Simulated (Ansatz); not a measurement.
Given:

```xyz
2
Lattice="0.0097 2.1153 2.1153 2.1153 0.0097 2.1153 2.1153 2.1153 0.0097" Properties=species:S:1:pos:R:3 pbc="T T T"
Mg     0.0000     0.0000     0.0000
O      2.1202     2.1202     2.1202
```

The numbers are results of PBEsol, rigid bands (plane waves, PAW, scalar-relativistic; Ansatz, an electronic-structure program), not measurements. Condition of this run: uniaxial stress along [111] of -2 GPa (compression positive) (the target of the relaxation). Cell: cell and atoms relaxed with PBEsol, then loaded as said.

### Question
What conductivity effective mass do dilute electrons have at 300 K?

### Answer
0.35 mₑ.

### Question
What conductivity effective mass do dilute holes have at 300 K?

### Answer
2.2 mₑ.

### Question
And the band gap?

### Answer
4.56 eV at this level; semilocal functionals usually fall short of the measured gap.

Rigid bands, one relaxation time for all states, no polarons. Spin-orbit coupling is left out.
